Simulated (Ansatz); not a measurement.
A calculation on L1₂ (Cu3Au-type) Cu3Au returned lattice constant a 3.713 Å, formation enthalpy -0.043 eV/atom.

For reference: lattice constant a 3.75 Å (measured, temperature not stated, not corrected to a static lattice; as tabulated in Nepal et al. (2019), arXiv:1905.09348); formation enthalpy -0.074 eV/atom (measured, 320 K, not corrected to a static lattice; as tabulated in Nepal et al. (2019), arXiv:1905.09348).

Question: Which level of theory produced these numbers?
(A) PBEsol (Ansatz, a quantum-chemistry and plane-wave program)
(B) PBE (Ansatz)
(C) rVV10 (Ansatz)
(D) LDA (Ansatz)

Answer: A, PBEsol (Ansatz)

The others give: LDA 3.671 Å, -0.041 eV/atom; rVV10 3.806 Å, -0.022 eV/atom; PBE 3.780 Å, -0.041 eV/atom.

Unless a cell is named, each level is at its own relaxed cell (LDA 12.37, PBE 13.51, PBEsol 12.80, rVV10 13.78 Å³/atom).

Ansatz's density-functional and Hartree–Fock values are scalar-relativistic unless marked +SOC, with PAW data made under PBE.
